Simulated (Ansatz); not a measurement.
InAs (Fm-3m, No. 225, 2 atoms in the cell; start mp-21391; a measured phase of this formula has another space group), treated with r²SCAN in Ansatz (PAW).

Run with plane-wave cutoff 600 eV, 12×12×12 k mesh, Fermi–Dirac smearing 0.1 eV, finite displacements, scalar-relativistic PAW data made under PBE.

Computed at the level's own relaxed cell.

```
CELL_PARAMETERS angstrom
      0.00000     2.84259     2.84259
      2.84259     0.00000     2.84259
      2.84259     2.84259     0.00000
ATOMIC_POSITIONS crystal
  In 0.50000 0.50000 0.50000
  As 0.00000 0.00000 0.00000
```

Harmonic phonon frequencies (cm⁻¹; i marks an imaginary mode; at Γ without the LO shift):

| q point | frequencies |
|---|---|
| Γ | 0 0 0 112 112 112 |
| X | [?] |
| L | [?] |

Question: What belongs in the gaps?

Answer: 
- X, frequencies: 40 40 69 140 140 171
- L, frequencies: 66 66 96 96 136 154

No imaginary mode appears at these points.

Note: the relaxation could not lower the start's symmetry, so the cell can be a saddle point above a distorted one.

A start named mp-… is a Materials Project structure, which need not be a measured phase.

Ansatz is a quantum-chemistry and plane-wave program.
